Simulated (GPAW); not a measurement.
Density of states of Ni3Al (Pm-3m, 4 atoms in the cell).

```yaml
crystal:
  lattice:
    - [3.60570, 0.00000, 0.00000]
    - [0.00000, 3.60570, 0.00000]
    - [0.00000, 0.00000, 3.60570]
  atoms:
    - { symbol: Al, position: [0.00000, 0.00000, 0.00000] }
    - { symbol: Ni, position: [0.00000, 0.50000, 0.50000], spin: 0.5 }
    - { symbol: Ni, position: [0.50000, 0.00000, 0.50000], spin: 0.5 }
    - { symbol: Ni, position: [0.50000, 0.50000, 0.00000], spin: 0.5 }
```
(The spins are starting values, not results.)

Level of theory: LDA (Perdew-Wang 92), GPAW PAW datasets LDA (gpaw-data 1.0.1) (plane waves; GPAW 25.7.0).

SCF settings: spinpol = true; mode = pw; ecut = 850 eV; xc = LDA; kpts = 5 5 5; mesh shift (steps) = 0 0 0; occupations.name = methfessel-paxton; occupations.width = 0.272 eV; occupations.order = 1; nbands = -10; convergence.forces = 0.001 eV/Å; symmetry.symmorphic = false; symmetry.tolerance = 0.0005; maxiter = 120. Keys of the DOS step: dos_kpts = 14 14 14; dos_width = 0.3 eV.

The starting cell has typed, rounded lattice constants, without a prior relaxation at this level. Its lattice was rescaled by a random factor within 2.5 % of one. The moments shrank to a small part of their start, a low-spin state that need not be the lowest.

Total DOS (both spins), as means of the tabulated values in each energy bin; the zero is the program's Fermi level or highest filled level, and the curve is cut to this window:

```
E (eV) | states/eV/cell
    -7.80 | # 0.49
    -7.40 | ## 0.60
    -7.00 | ## 0.64
    -6.60 | ## 0.65
    -6.20 | ## 0.75
    -5.80 | ## 0.91
    -5.40 | ## 0.91
    -5.00 | ### 1.02
    -4.60 | #### 1.54
    -4.20 | ##### 2.08
    -3.80 | ###### 2.50
    -3.40 | ######### 3.64
    -3.00 | ################### 7.28
    -2.60 | ##################### 8.05
    -2.20 | #################### 7.75
    -1.80 | ################### 7.49
    -1.40 | ################## 7.19
    -1.00 | ############################## 11.7
    -0.60 | ######################### 9.86
    -0.20 | ################ 6.14
     0.20 | ###### 2.46
     0.60 | ### 1.04
     1.00 | #### 1.67
```

Around zero the curve holds about 4.8 states/eV/cell.
